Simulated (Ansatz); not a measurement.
Base system: ZrO$_{2}$ (space group P4_2/nmc, No. 137; a = 3.5845 Å, c = 5.1787 Å).

All numbers come from plane-wave PAW DFT at the PBEsol level (Ansatz, a first-principles code, 420 eV), no spin-orbit coupling, earlier PAW set.

Base values:

| Property | Value |
|---|---|
| Density | 6.15 g/cm³ |
| Gap character | indirect, M–Γ (56 % along) → Γ |

Perturbation: a hydrostatic pressure of 22.5 GPa.

Predict the new density and gap character.

The density goes up by 0.61 g/cm³ (6.15 g/cm³ → 6.76 g/cm³); the gap character changes from indirect, M–Γ (56 % along) → Γ to indirect, M → Γ.

Load acts through the strain it causes; cell and atoms are relaxed under it. Whether these cells are dynamically stable was not tested. No other phases were tried under pressure. This is not the structure that ZrO2 has at room temperature and ambient pressure.
